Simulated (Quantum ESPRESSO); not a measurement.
Input and output of a self-consistent single point for SnAu (P1, 4 atoms in the cell) (Quantum ESPRESSO).

Method of the run: LDA (PZ), GBRV 1.5 ultrasoft (LDA) pseudopotentials (plane waves; Quantum ESPRESSO).

The change in words: atoms moved at random. Reference geometry:
```
CELL_PARAMETERS angstrom
      4.35623     0.00000     0.00000
     -2.17812     3.77261     0.00000
      0.00000     0.00000     5.58785
ATOMIC_POSITIONS crystal
  Sn 0.66667 0.33333 0.75000
  Sn 0.33333 0.66667 0.25000
  Au 0.00000 0.00000 0.50000
  Au 0.00000 0.00000 0.00000
```

Reference input (self-consistent single point, DFT, LDA (PZ), plane waves, GBRV 1.5 ultrasoft (LDA) pseudopotentials): ecutwfc = 40 Ry; ecutrho = 320 Ry; occupations = smearing; smearing = fd; degauss = 0.0073499 Ry; potentials = {Sn: sn_lda_v1.4.uspp.F.UPF, Au: au_lda_v1.uspp.F.UPF}; K_POINTS = automatic 9 9 6 0 0 0; conv_thr = 1e-09 Ry. This run's input differs from it in these lines:

```diff
@@ -26,10 +26,10 @@
 CELL_PARAMETERS angstrom
-   4.3562333217     0.0000000000     0.0000000000
-  -2.1781166609     3.7726087214     0.0000000000
+   4.3562330000     0.0000000000     0.0000000000
+  -2.1781160000     3.7726090000     0.0000000000
    0.0000000000     0.0000000000     5.5878470000
 ATOMIC_POSITIONS crystal
-Sn    0.6666666667    0.3333333333    0.7500000000
-Sn    0.3333333333    0.6666666667    0.2500000000
-Au    0.0000000000    0.0000000000    0.5000000000
-Au    0.0000000000    0.0000000000    0.0000000000
+Sn    0.6649870000    0.3370070000    0.7529530000
+Sn    0.3319920000    0.6722070000    0.2498540000
+Au    0.0116550000   -0.0160530000    0.4913750000
+Au   -0.0086340000    0.0068390000    0.0058180000
 K_POINTS automatic
```

Output, abridged:

```
     Self-consistent Calculation

     iteration #  1     ecut=    40.00 Ry     beta= 0.70

---- Real-time Memory Report at c_bands before calling an iterative solver
           387 MiB given to the printing process from OS
           341 MiB allocation reported by mallinfo(arena+hblkhd)
------------------

     total energy              =    -546.56621586 Ry
     estimated scf accuracy    <       2.28691877 Ry

     iteration #  2     ecut=    40.00 Ry     beta= 0.70

---- Real-time Memory Report at c_bands before calling an iterative solver
           698 MiB given to the printing process from OS
   [... lines left out ...]

---- Real-time Memory Report at c_bands before calling an iterative solver
           704 MiB given to the printing process from OS
           374 MiB allocation reported by mallinfo(arena+hblkhd)
------------------

     total energy              =    -547.67468058 Ry
     estimated scf accuracy    <          1.4E-09 Ry

     iteration # 12     ecut=    40.00 Ry     beta= 0.70

---- Real-time Memory Report at c_bands before calling an iterative solver
           704 MiB given to the printing process from OS
           374 MiB allocation reported by mallinfo(arena+hblkhd)
------------------
     End of self-consistent calculation

     the Fermi energy is    11.8118 ev

!    total energy              =    -547.67468058 Ry
     estimated scf accuracy    <          8.7E-11 Ry
     smearing contrib. (-TS)   =      -0.00320499 Ry
     internal energy E=F+TS    =    -547.67147559 Ry

     convergence has been achieved in  12 iterations

     Forces acting on atoms (cartesian axes, Ry/au):

     atom    1 type  1   force =     0.00268511   -0.00362368   -0.00111438
     atom    2 type  1   force =     0.00871408   -0.00786685   -0.00206855
     atom    3 type  2   force =    -0.01093951    0.00880094    0.02717275
     atom    4 type  2   force =    -0.00045968    0.00268959   -0.02398982

     Total force =     0.041014     Total SCF correction =     0.000032

          total   stress  (Ry/bohr**3)                   (kbar)     P=      -38.00
  -0.00023367  -0.00001904  -0.00001302          -34.37       -2.80       -1.92
  -0.00001904  -0.00026434   0.00000310           -2.80      -38.89        0.46
  -0.00001302   0.00000310  -0.00027698           -1.92        0.46      -40.75

   JOB DONE.
```

The run converged in 12 iterations. Against the reference run the free energy goes up by 12.3 meV/atom, the pressure goes from -4.22 to -3.80 GPa and the largest force goes from 0.000 to 0.786 eV/Å.

The starting cell comes from a database of computed structures (which also holds hypothetical and non-ambient phases and stackings), without a prior relaxation at this level. Its lattice was rescaled by a random factor within 2.5 % of one. For this run, on top of that: atoms moved at random. With a pressure of about -4 GPa the cell is away from its equilibrium volume at this level.

Cost on one core of a shared machine: roughly 8 min.
